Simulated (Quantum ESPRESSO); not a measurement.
Density of states of ZrB₆ (Pm-3m, 7 atoms in the cell).

```
CELL_PARAMETERS angstrom
      4.06445     0.00000     0.00000
      0.00000     4.06445     0.00000
      0.00000     0.00000     4.06445
ATOMIC_POSITIONS crystal
  Zr 0.00000 0.00000 0.00000
  B  0.19761 0.50000 0.50000
  B  0.80239 0.50000 0.50000
  B  0.50000 0.19761 0.50000
  B  0.50000 0.80239 0.50000
  B  0.50000 0.50000 0.19761
  B  0.50000 0.50000 0.80239
```

Level of theory: LDA (PW92), PseudoDojo standard norm-conserving (LDA) pseudopotentials (plane waves; Quantum ESPRESSO).

SCF settings: ecutwfc = 80 Ry; occupations = smearing; smearing = fermi-dirac; degauss = 0.0073499 Ry; potentials = {Zr: Zr.upf, B: B.upf}; K_POINTS = automatic 7 7 7 0 0 0; conv_thr = 1e-10 Ry. Keys of the DOS step: nscf.calculation = nscf; nscf.occupations = tetrahedra_opt; nscf.nbnd = 24; nscf.startingwfc = random; nscf.diago_thr_init = 1e-06; dos.x.fildos = dos.dat; dos.x.Emin = -15 eV; dos.x.Emax = 30 eV; dos.x.DeltaE = 0.1 eV.

The starting cell comes from a database of computed structures (which also holds hypothetical and non-ambient phases and stackings), without a prior relaxation at this level. Its lattice was rescaled by a random factor within 2.5 % of one.

Total DOS (both spins), as means of the tabulated values in each energy bin; the zero is the program's Fermi level or highest filled level, and the curve is cut to this window:

```
E (eV) | states/eV/cell
    -7.80 | ####### 1.39
    -7.40 | ##### 1.01
    -7.00 | ###### 1.12
    -6.60 | ####### 1.29
    -6.20 | ############ 2.31
    -5.80 | ################## 3.35
    -5.40 | ########## 1.96
    -5.00 | ######## 1.59
    -4.60 | ################## 3.37
    -4.20 | ############## 2.67
    -3.80 | ############## 2.59
    -3.40 | ################ 2.99
    -3.00 | ############## 2.69
    -2.60 | ##### 0.98
    -2.20 | ###### 1.22
    -1.80 | ### 0.49
    -1.40 | ### 0.62
    -1.00 | #### 0.84
    -0.60 | ##### 1.03
    -0.20 | ####### 1.40
     0.20 | ################# 3.23
     0.60 | ########################### 5.09
     1.00 | ############################## 5.74
     1.40 | ################## 3.38
     1.80 | ############## 2.73
     2.20 | #### 0.69
     2.60 | ############ 2.37
```

Around zero the curve holds about 1.9 states/eV/cell.
